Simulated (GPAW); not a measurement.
Checking a run of GPAW on CeSi₂Pt (Cmcm, 8 atoms in the cell). The aim is a self-consistent single point with DFT LDA (Perdew-Wang 92), plane waves, GPAW PAW datasets LDA (gpaw-data 1.0.1).

Cell that was meant: a = 8.6674 Å, b = 8.6674 Å, c = 4.2111 Å, α = 90.00°, β = 90.00°, γ = 151.43°.

Part of the input:

```python
            occupations={'name': 'methfessel-paxton', 'width': 0.1, 'order': 0},
            nbands=-16,
            symmetry={'symmorphic': False, 'tolerance': 0.0005},
            charge=-1,
            maxiter=120,
            txt='-')
```

Output, abridged:

```
Input parameters:
  charge: -1
  kpts: {gamma: True,
         size: (4, 4, 4)}
  maxiter: 120
  mode: {ecut: 800.0,
         name: pw}
   [... lines left out ...]
   7 Pt     2.138850    5.390221    1.052775    ( 0.0000,  0.0000,  0.0000)

Unit cell:
           periodic     x           y           z      points  spacing
  1. axis:    yes    2.138850   -8.399385    0.000000    60     0.0691
  2. axis:    yes    2.138850    8.399385    0.000000    60     0.0691
  3. axis:    yes    0.000000    0.000000    4.211100    28     0.1504

  Lengths:   8.667430   8.667430   4.211100
  Angles:   90.000000  90.000000 151.427242

Effective grid spacing dv^(1/3) = 0.1145
     iter     time        total  log10-change:  magmom
                         energy   eigst   dens
iter:   1 --:--:--  -101.317952                   +1.9888
iter:   2 --:--:--   -61.521152   +0.76  -0.68    +3.0826
iter:   3 --:--:--   -59.460924   -0.22  -1.08    +2.8929
iter:   4 --:--:--   -51.324011   -0.49  -1.10    +0.5667
iter:   5 --:--:--   -54.989250   -0.23  -1.28    +0.3988
   [... 4 lines left out ...]
iter:  10 --:--:--   -50.397912   -1.85  -1.86    +0.1765
iter:  11 --:--:--   -50.381159   -2.50  -1.95    +0.2137
iter:  12 --:--:--   -50.268863   -1.69  -2.06    +0.2398
   [... lines left out ...]
iter:  28 --:--:--   -50.244435c  -5.66  -4.25c   -0.0091
iter:  29 --:--:--   -50.244460c  -5.96  -4.35c   -0.0060
iter:  30 --:--:--   -50.244461c  -6.17  -4.51c   -0.0041
iter:  31 --:--:--   -50.244454c  -6.45  -4.70c   -0.0015
iter:  32 --:--:--   -50.244453c  -6.63  -4.72c   -0.0015
iter:  33 --:--:--   -50.244456c  -6.65  -4.72c   -0.0020
iter:  34 --:--:--   -50.244448c  -6.79  -4.80c   -0.0009
iter:  35 --:--:--   -50.244452c  -7.17  -5.04c   -0.0006
iter:  36 --:--:--   -50.244460c  -7.38  -5.15c   -0.0001
iter:  37 --:--:--   -50.244456c  -7.67c -5.31c   -0.0001
Converged after 37 iterations.

Dipole moment: (-0.000000, -0.000000, -0.000000) |e|*Ang

Total magnetic moment: (0.000000, 0.000000, -0.000073)
Local magnetic moments:
   0 Ce ( 0.000000,  0.000000, -0.000020)
   1 Ce ( 0.000000,  0.000000, -0.000020)
   2 Si ( 0.000000,  0.000000, -0.000000)
   3 Si ( 0.000000,  0.000000, -0.000000)
   4 Si ( 0.000000,  0.000000, -0.000001)
   5 Si ( 0.000000,  0.000000, -0.000001)
   6 Pt ( 0.000000,  0.000000, -0.000001)
   7 Pt ( 0.000000,  0.000000, -0.000001)

Energy contributions relative to reference atoms: (reference = -1513479.454321)

Kinetic:        +55.097700
Potential:      -32.867470
External:        +0.000000
XC:             -71.385048
Entropy (-ST):   -0.064510
Local:           -1.057383
SIC:             +0.000000
   [... lines left out ...]
Free energy:    -50.276711
Fermi level: 10.66422
No gap
   [... lines left out ...]
  3 Si    0.00000   -0.14497   -0.00000
  4 Si    0.00000   -0.07933   -0.00000
  5 Si    0.00000    0.07933    0.00000
  6 Pt    0.00000    0.25204    0.00000
  7 Pt    0.00000   -0.25204    0.00000

Stress tensor:
    -0.051929     0.000000     0.000000
     0.000000    -0.042985     0.000000
     0.000000     0.000000    -0.060490
Stress (GPa, Voigt): [-8.32   -6.887  -9.6915  0.      0.      0.    ]
```

Q: Is anything amiss in this input, and did it matter?

A: The run is not sound. The fault is an unintended net charge. A charged periodic cell changes the electron count and is neutralised by a uniform background, so energy, forces and pressure belong to another system. To fix it, remove the charge. The run converged in 37 iterations without an error; against the sound input the pressure goes from -6.31 to 8.30 GPa and the largest force goes from 0.148 to 0.252 eV/Å.

An input that runs soundly differs in these lines (not the only fix; some lines may just follow from the change or write a value another way):
```diff
-            charge=-1,
```

With that input, the run converged in 46 iterations: free energy E − TS (from the program's reference atoms) -60.7586 eV; Fermi level (on the code's own zero) 10.30 eV; pressure -6.31 GPa; largest force (vector length) 0.148 eV/Å; size of the cell's spin moment 0.00 μB (DFT LDA (Perdew-Wang 92), plane waves, GPAW PAW datasets LDA (gpaw-data 1.0.1)).

On the sound input: the starting cell comes from a database of computed structures (which also holds hypothetical and non-ambient phases and stackings), without a prior relaxation at this level. The starting moments vanished: the run ended non-magnetic, which need not be the lowest state. The f electrons are in the valence without U or exact exchange, which can misplace them near the Fermi level. Spin-orbit terms, which matter for f shells, are left out. With a pressure of about -6 GPa the cell is away from its equilibrium volume at this level. Without a gap this mesh is coarse (it stands for a supercell whose shortest vector is 17 Å).
